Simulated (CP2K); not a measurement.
Worked example: self-consistent single point of CsLuS2 (P1, 8 atoms in the cell) in CP2K.

Level of theory: CP2K 2026.2 with LDA (Pade form), GPW, DZVP-MOLOPT-SR-GTH basis, GTH-PADE potentials (GTH_POTENTIALS).

The change in words: atoms moved at random. Reference geometry:
```yaml
crystal:
  lattice:
    - [3.98921, 0.00000, 0.00000]
    - [-1.99460, 3.45476, 0.00000]
    - [0.00000, 0.00000, 16.05658]
  atoms:
    - { symbol: Cs, position: [0.33333, 0.66667, 0.25000] }
    - { symbol: Cs, position: [0.66667, 0.33333, 0.75000] }
    - { symbol: Lu, position: [0.00000, 0.00000, 0.50000] }
    - { symbol: Lu, position: [0.00000, 0.00000, 0.00000] }
    - { symbol: S, position: [0.33333, 0.66667, 0.91088] }
    - { symbol: S, position: [0.66667, 0.33333, 0.08912] }
    - { symbol: S, position: [0.66667, 0.33333, 0.41088] }
    - { symbol: S, position: [0.33333, 0.66667, 0.58912] }
```

Reference input (self-consistent single point, DFT LDA (Pade form), GPW, DZVP-MOLOPT-SR-GTH basis, GTH-PADE potentials (GTH_POTENTIALS)): CUTOFF = 500 Ry; REL_CUTOFF = 60 Ry; KPOINTS/SCHEME = MONKHORST-PACK 5 5 1; XC_FUNCTIONAL = PADE; Cs/BASIS_SET = DZVP-MOLOPT-SR-GTH-q9; Cs/POTENTIAL = GTH-PADE-q9; Lu/BASIS_SET = DZVP-MOLOPT-SR-GTH-q25; Lu/POTENTIAL = GTH-PADE-q25; S/BASIS_SET = DZVP-MOLOPT-SR-GTH-q6; S/POTENTIAL = GTH-PADE-q6; METHOD = GPW; EPS_DEFAULT = 1e-10. This run's input differs from it in these lines:

```diff
@@ -66,10 +66,10 @@
       SCALED
-      Cs       0.33333300     0.66666700     0.25000000
-      Cs       0.66666700     0.33333300     0.75000000
-      Lu       0.00000000     0.00000000     0.50000000
-      Lu       0.00000000     0.00000000     0.00000000
-      S        0.33333300     0.66666700     0.91088000
-      S        0.66666700     0.33333300     0.08912000
-      S        0.66666700     0.33333300     0.41088000
-      S        0.33333300     0.66666700     0.58912000
+      Cs       0.32466800     0.67988700     0.25086800
+      Cs       0.66935700     0.34117300     0.74795500
+      Lu      -0.00466200    -0.01031900     0.50428400
+      Lu      -0.00659900    -0.01527300    -0.00382200
+      S        0.33764600     0.68178100     0.91153200
+      S        0.66289900     0.33423400     0.08721700
+      S        0.66559000     0.32625700     0.41439800
+      S        0.35110000     0.66226100     0.58757000
     &END COORD
```

Output (repeated stretches shortened):

```
 SCF WAVEFUNCTION OPTIMIZATION

  Step     Update method      Time    Convergence         Total energy    Change
     1 NoMix/Diag. 0.20E+00      -     2.25989657      -607.3930946332 -6.07E+02
     2 Broy./Diag. 0.20E+00      -     0.05206506      -607.3758190940  1.73E-02
     3 Broy./Diag. 0.20E+00      -     0.07998481      -607.0689078776  3.07E-01
     4 Broy./Diag. 0.20E+00      -     0.03920043      -606.9375926770  1.31E-01
     5 Broy./Diag. 0.20E+00      -     0.03165156      -606.9468070566 -9.21E-03
     6 Broy./Diag. 0.20E+00      -     0.00367334      -606.9254202909  2.14E-02
   [... 10 lines left out ...]
    17 Broy./Diag. 0.20E+00      -     0.00000509      -606.8577369576 -3.32E-06
    18 Broy./Diag. 0.20E+00      -     0.00000186      -606.8577355025  1.46E-06
    19 Broy./Diag. 0.20E+00      -     0.00000102      -606.8577317583  3.74E-06
    20 Broy./Diag. 0.20E+00      -     0.00000069      -606.8577304756  1.28E-06
  *** SCF run converged in    20 steps ***

  Overlap energy of the core charge distribution:               0.00000000000366
  Self energy of the core charge distribution:               -890.84059494789085
  Core Hamiltonian energy:                                    235.93505177909287
  Hartree energy:                                             109.09390499394530
  Exchange-correlation energy:                                -61.04609230073321

  Total energy:                                              -606.85773047558223

 ENERGY| Total FORCE_EVAL ( QS ) energy [hartree]           -606.857731033897267

 FORCES| Atomic forces [hartree/bohr]
 FORCES|   Atom     x               y               z               |f|
 FORCES|      1  1.03122077E-03 -1.08026336E-03 -7.31574463E-04   1.66300523E-03
   [... lines left out ...]

 STRESS| Analytical stress tensor [bar]
 STRESS|                        x                   y                   z
 STRESS|      x       -2.50622928738E+04   1.37398592634E+03  -3.48054994976E+03
 STRESS|      y        1.37398592634E+03  -2.76895949871E+04   1.22358184797E+03
 STRESS|      z       -3.48054994976E+03   1.22358184797E+03  -3.71709095238E+04
 STRESS| 1/3 Trace                                            -2.99742657949E+04
```

The run converged in 20 iterations. Against the reference run the free energy rises by 9.6 meV/atom, the pressure goes from -3.58 to -3.00 GPa, the largest force goes from 0.116 to 0.774 eV/Å and the gap on the mesh goes from 2.167 to 2.079 eV.

The starting cell comes from a database of computed structures (which also holds hypothetical and non-ambient phases and stackings), without a prior relaxation at this level. For this run, on top of that: atoms moved at random. Spin-orbit coupling is off. Values carry the incompleteness of an atom-centred basis.

Cost on one core of a shared machine: roughly 4 min.
